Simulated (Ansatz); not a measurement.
## Ta2O5 (C2/m, No. 12, 7 atoms in the cell; start mp-1218141)

These are PBEsol in Ansatz (PAW) values and carry that method's errors.

Run with plane-wave cutoff 520 eV, 10×10×4 k mesh (along the axes of the cell as run), Fermi–Dirac smearing 0.01 eV, scalar-relativistic PAW data made under PBE.

Cell (relaxed at this level):

Ta₂O₅ is modelled in the monoclinic space group C2/m (No. 12), Pearson symbol mS14. Lattice parameters: a = 12.990 Å, b = 3.838 Å, c = 3.870 Å, α = γ = 90.00°, β = 90.26°. Ta on 4i sees 5 O at 1.878–1.993 Å and 1 O at 2.193 Å. O1 on 4i has 1 Ta at 1.878 Å and 1 Ta at 1.993 Å (linear). O2 on 4i is coordinated by 2 Ta at 1.986 Å and 1 Ta at 2.193 Å. O3 on 2a is surrounded by 2 Ta at 1.900 Å (linear). (Neighbours: up to the widest gap in distance over summed covalent radii, below 1.35, at either atom; cation-cation and far metal-metal contacts left out.)
(The calculation used a cell of 7 atoms; values per cell refer to that cell.)

```
Quantity                                       Value
-------------------------------------------  -------
band gap                                     2.24 eV
smallest direct gap on the k points sampled  2.92 eV
```

Spin–orbit coupling is not included.

Computing time: very roughly 30 core-seconds.

A start named mp-… is a Materials Project structure, which need not be a measured phase.

Ansatz is an electronic-structure program.
